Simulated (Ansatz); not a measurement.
For Pd3GaC (model structure, started from the Ni3MgC type, Pm-3m, No. 221, 5 atoms in the cell), LDA (PAW; Ansatz, a quantum-chemistry and plane-wave program) gives:

| Property | Result |
|---|---|
| equilibrium lattice constant a | 4.049 Å |
| bulk modulus | 208 GPa |
| cohesive energy | 5.42 eV/atom |

Q: What does r²SCAN in Ansatz (plane waves, PAW) give for the same quantities?

A: 
- lattice constant a: 4.112 Å (increases by 1.6 %)
- bulk modulus: 180 GPa (drops by 13 %)
- cohesive energy: 4.42 eV/atom (decreases by 1.00 eV/atom)

Changes are worked out from the printed values.

Unless a cell is named, each level is at its own relaxed cell (LDA 13.28, r²SCAN 13.91 Å³/atom).

Caveats: the bulk modulus is −V dP/dV from two relaxed cells at ±2 % in volume (LDA, r²SCAN). Ansatz's density-functional and Hartree–Fock values are scalar-relativistic unless marked +SOC, with PAW data made under PBE.

A model structure was made by putting elements into a prototype or built by hand; it is no filed structure, need not be a known phase, and can be a saddle point held by its symmetry.
